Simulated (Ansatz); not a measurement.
LiPd (P-6m2), PBEsol, DFPT electron-phonon coupling, linearised Boltzmann equation (Ansatz, a quantum-chemistry and plane-wave program): phonon-limited resistivity 9.51 μΩ·cm at 300 K along z (a = (2.74, 0.00, 0.00) Å; b = (-1.37, 2.37, 0.00) Å; c = (0.00, 0.00, 4.15) Å), Drude plasma energy 3.50 eV.

Q: What Drude relaxation time do resistivity and plasma energy imply?

A: ω_p = 5.32e15 s⁻¹, so τ = 1/(ε₀ ω_p² ρ) = 42.0 fs, a damping ħ/τ of 15.7 meV.

Q: What is the classical skin depth at 100 GHz (nonmagnetic, μ₀ = 1.257×10⁻⁶ H/m)?

A: δ = √(ρ/(π f μ₀)) = 491 nm.

A metal at this level (no band gap). Only scattering by harmonic phonons is included (no impurities, grain boundaries, electron-electron scattering or thermal expansion). Spin-orbit coupling is left out. Halving the electron mesh (36x36x20) moves the resistivity by up to 9 % at 300 K. Smearing 0.20 eV; phonons on a 6x6x4 q mesh, which this run doesn't test.

Formula and space group known from diffraction (Crystallography Open Database), not checked to be the room-temperature form: LiPd (P-6m2).
